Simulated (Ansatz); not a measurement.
# Hypothetical rock salt BeTe, response to strain

Start from BeTe in the rock salt structure (space group Fm-3m, No. 225; a hypothetical phase, not in the database extracts checked).

```xyz
2
Lattice="0.0000 2.6509 2.6509 2.6509 0.0000 2.6509 2.6509 2.6509 0.0000" Properties=species:S:1:pos:R:3 pbc="T T T"
Te     0.0000     0.0000     0.0000
Be     2.6509     2.6509     2.6509
```

Strains are applied to the cell and any free atomic positions relax.

Calculations: PBEsol in Ansatz (plane waves to 420 eV, PAW, spin-orbit coupling left out).

Notes on the quantities. energy relative to the base: free energy F.

```json
[
 {"isotropic strain (%)": "-0.79", "energy relative to the base (meV/atom)": "2.4"},
 {"isotropic strain (%)": "0", "energy relative to the base (meV/atom)": "0.0"},
 {"isotropic strain (%)": "1.04", "energy relative to the base (meV/atom)": "?"},
 {"isotropic strain (%)": "2.49", "energy relative to the base (meV/atom)": "21.9"},
 {"isotropic strain (%)": "4.72", "energy relative to the base (meV/atom)": "73.4"}
]
```

Q: Fit ΔE = Aε² + Bε³ (ε in %) to the rows shown and predict the withheld row.

A: Least squares on the printed values gives A = 3.80 and B = -0.11 meV/atom (largest residual 0.0 meV/atom); this predicts 4.0 meV/atom, and the run gives 4.0 meV/atom, in agreement.

No phonon test of stability was made. All final runs are without spin polarisation.

Ansatz is a quantum-chemistry and plane-wave program.
